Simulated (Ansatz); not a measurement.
The parent structure is MgTe in the wurtzite structure (space group P6_3mc, No. 186; a = 4.561 Å, c = 7.412 Å).

Method: PBEsol (Ansatz, an electronic-structure program; PAW; 420 eV plane waves; without spin-orbit coupling).

Before the change:

| Item | Result |
|---|---|
| Gap character | direct at Γ |
| Electron mass | 0.15 mₑ along c, 0.17 mₑ across (at Γ) |

It is then changed as follows: every lattice vector is stretched by 2.40 %, atoms relaxed at fixed cell.

Problem. Estimate the effect on the gap character, mean gap deformation potential ΔEg/Δln V, electron mass and energy relative to the base.

Solution. The gap character remains direct at Γ; the mean gap deformation potential ΔEg/Δln V amounts to -4.3 eV; the electron mass remains 0.15 mₑ along c, 0.17 mₑ across (at Γ); the energy increases by 18 meV/atom.

Spin-orbit coupling, missing from the scalar runs, can matter with Te. The cells carry an imposed strain or load. Effective masses come from finite differences of ±0.01 Å⁻¹. Stability against distortions was not tested.
